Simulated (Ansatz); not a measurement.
Bulk modulus of cubic perovskite SrVO3 at several levels of theory

No measured value is used here.

| level (code) | value (GPa) | cell (Å³/atom) |
|---|---|---|
| LDA (Ansatz) | 218 | 10.74 |
| PBE (Ansatz) | … | 11.48 |
| PBEsol (Ansatz) | 200 | 11.06 |
| RPBE (Ansatz) | 166 | 11.80 |
| PBE-D3(BJ) (Ansatz) | … | 11.25 |
| r²SCAN (Ansatz) | 202 | 11.22 |
| r²SCAN+rVV10 (Ansatz) | 207 | 11.13 |

**Question.** Complete the blanks.

**Answer.** 
- PBE (Ansatz, a program for electronic structure), value (GPa): 181
- PBE-D3(BJ) (Ansatz), value (GPa): 190

The crystal itself was run without spin with LDA, PBE, PBEsol, RPBE, PBE-D3(BJ), r²SCAN, r²SCAN+rVV10; a magnetic state was not tried in these runs. Each level is taken at its own relaxed cell. Cutoffs differ between the levels. Ansatz's density-functional and Hartree–Fock values are scalar-relativistic unless marked +SOC, with PAW data made under PBE.
